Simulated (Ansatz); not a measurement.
The parent structure is SnO2 in the rutile structure (space group P4_2/mnm, No. 136; a = 4.759 Å, c = 3.200 Å). Axes: x, y, z lie along a, b, c of the conventional cell.

Computed with r2SCAN (Ansatz, a program for electronic structure), spin-orbit coupling left out, earlier PAW set.

Modification: biaxial strain −2.95 %, plane normal [001], relaxed out of plane (Cartesian); in-plane vectors clamped, the third vector and the atoms free.

Problem. What does the calculation give for the out-of-plane strain after the change?

Solution. The out-of-plane strain is +2.30 %.

Problem. What happens to the in-plane stress?

Solution. The mean in-plane stress (compression positive) comes out as +10.4 GPa.

No phonon test of stability was made.
